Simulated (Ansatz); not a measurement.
## SnO2: pressure series

Start from SnO$_{2}$ in the rutile structure (space group P4_2/mnm, No. 136; a = 4.7599 Å, c = 3.2008 Å).

Cell and atoms are relaxed at each pressure.

Computed with r2SCAN/PAW in Ansatz (a program for electronic structure), no SOC.

```json
[
 {"case": "base", "lattice parameter a": "4.760 Å", "band gap": "1.77 eV"},
 {"case": "pressure −2 GPa", "lattice parameter a": "[?]", "band gap": "[?]"},
 {"case": "pressure −1 GPa", "lattice parameter a": "4.770 Å", "band gap": "1.71 eV"},
 {"case": "pressure 1.8 GPa", "lattice parameter a": "4.743 Å", "band gap": "1.86 eV"},
 {"case": "pressure 4.2 GPa", "lattice parameter a": "4.722 Å", "band gap": "1.99 eV"},
 {"case": "pressure 9 GPa", "lattice parameter a": "4.683 Å", "band gap": "2.22 eV"},
 {"case": "pressure 18 GPa", "lattice parameter a": "4.621 Å", "band gap": "2.63 eV"},
 {"case": "pressure 30 GPa", "lattice parameter a": "4.550 Å", "band gap": "3.12 eV"},
 {"case": "pressure 45 GPa", "lattice parameter a": "4.477 Å", "band gap": "3.66 eV"},
 {"case": "pressure 60 GPa", "lattice parameter a": "4.413 Å", "band gap": "4.14 eV"}
]
```

What belongs in the blanks?


- pressure −2 GPa, lattice parameter a: 4.780 Å
- pressure −2 GPa, band gap: 1.66 eV

Load acts through the strain it causes; cell and atoms are relaxed under it. Stability against distortions was not tested. No other phases were tried under pressure.
